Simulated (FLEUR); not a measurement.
A user runs FLEUR on EuH3Pd (Pm-3m, 5 atoms in the cell) and asks whether the run is sound. The aim is a self-consistent single point with DFT, LDA (Perdew-Zunger), all-electron FLAPW (FLEUR), scalar-relativistic valence.

Cell that was meant: a = 3.8685 Å, b = 3.8685 Å, c = 3.8685 Å, α = 90.00°, β = 90.00°, γ = 90.00°.

Part of the input:

```xml
      <ldaU l_linMix="F" mixParam="0.05" spinf="1.0"/>
   </calculationSetup>
   <cell>
      <bzIntegration valenceElectrons="36.0" mode="hist" fermiSmearingEnergy="0.07349864">
         <kPointListSelection listName="default-1"/>
         <!-- k-points included here -->
         <xi:include xmlns:xi="http://www.w3.org/2001/XInclude" href="kpts.xml"> </xi:include>
```

Output, abridged:

```
      Welcome to FLEUR        (www.flapw.de)
      MaX-Release 8.1          (www.max-centre.eu)

 ========== k-point set info ==========
 Selected k-point list: default-1
 k-point list type: mesh
 4 x 4 x 4
 Number of k points: 10

 ------------Calculation Setup---------------------------
           1           2           5          10
 Number of basis functions:          722
 Iteration:     1   Distance:      81.46082492 me/bohr^3
 Iteration:     2   Distance:      64.85016156 me/bohr^3
 Iteration:     3   Distance:      56.33813781 me/bohr^3
 Iteration:     4   Distance:      50.69159254 me/bohr^3
 Iteration:     5   Distance:      38.71821219 me/bohr^3
   [... 14 lines left out ...]
 Iteration:    20   Distance:       0.00123060 me/bohr^3
 Iteration:    21   Distance:       0.00022720 me/bohr^3
 Iteration:    22   Distance:       0.00012108 me/bohr^3
 Iteration:    23   Distance:       0.00000717 me/bohr^3
 Run finished successfully
 Stop message:
   Structural relaxation: Done

[file out, last iteration]
             iter=     24
[...]
          total density-effective poten   -2.6744202134E+04
          total charge density-energy d   -3.7611194554E+02
 Updated energy parameters for spin:           1
 Updated energy parameters for spin:           2
[...]
 fermi energy and band-weighting factors:

[...]
FERMIE:
          first approx. to ef    (T=0)  :   0.339537 htr   (energy of the highest occ. eigenvalue)
          number of occ. states  (T=0)  :        361
          first approx. to seigv (T=0)  :  -9.494359 htr
          sum of weights of occ. states :  36.062500
          sum of semicore charge        :   0.000000 e
FERHIS:  Fermi-Energy by histogram:
   [... lines left out ...]
          bandgap                     :   0.000000 htr
          charge neutrality (T=0)     :   0.062500    (zero if the highest occ. eigenvalue is "entirely" occupied)
     EF_NEWTON:  Adjust Fermi-Energy by Newton-Method.
 Direct bandgap for spin            1 :    3.2594751889182261E-002  Htr
 Direct bandgap for spin            2 :    3.2594761173849407E-002  Htr
 ---->    free energy=                    -15890.0332415503 htr
   [... lines left out ...]
                       FX_TOT= 0.000000 FY_TOT= 0.000000 FZ_TOT= 0.000000
 TOTAL FORCE FOR ATOM TYPE=  2  X=  0.000   Y=  0.000   Z=  3.655
                       FX_TOT= 0.000000 FY_TOT= 0.000000 FZ_TOT= 0.000000
 TOTAL FORCE FOR ATOM TYPE=  3  X=  0.000   Y=  0.000   Z=  0.000
                       FX_TOT= 0.000000 FY_TOT= 0.000000 FZ_TOT= 0.000000
 Structural relaxation: Done
```

FLEUR gives forces in its relaxation mode, with a further iteration, so its stop message speaks of a relaxation.

Task: Can these results be used? Check the input.

Result: The run is not sound. The fault is a smearing width that is far too large. A width of many tenths of an electronvolt moves electrons far across the Fermi level or the gap, and the free energy and its derivatives carry a large smearing term. To fix it, use a width small against the gap or band features. The run converged in 23 iterations without an error; against the sound input the free energy goes down by 4.19 eV/atom and the size of the net moment goes from 1.37 to 0.00 μB/atom.

An input that runs soundly differs in these lines (not the only fix; some lines may just follow from the change or write a value another way):
```diff
-      <bzIntegration valenceElectrons="36.0" mode="hist" fermiSmearingEnergy="0.07349864">
+      <bzIntegration valenceElectrons="36.0" mode="hist" fermiSmearingEnergy="0.00367493">
```

With that input, the run converged in 25 iterations: free energy E − TS -432368.8645 eV; Fermi level (on the code's own zero) 8.79 eV; size of the cell's spin moment 6.86 μB; site moments (μB, in the program's spheres or projections) Eu 6.70, H -0.01, H -0.01, H -0.01, Pd 0.01 (DFT, LDA (Perdew-Zunger), all-electron FLAPW (FLEUR), scalar-relativistic valence).

On the sound input: the starting cell comes from a database of computed structures (which also holds hypothetical and non-ambient phases and stackings), without a prior relaxation at this level. Its lattice was rescaled by a random factor within 2.5 % of one. Spin-orbit coupling is off. With one magnetic atom in the cell only a parallel order is possible. With U or open f shells several self-consistent states can exist. The f electrons are in the valence without U or exact exchange, which can misplace them near the Fermi level. Spin-orbit terms, which matter for f shells, are left out. Values depend on the basis (sphere radii, cutoffs, local orbitals), which need not be converged. The log's line on a gap gives a spacing of levels on this mesh, which the program prints for metals too.
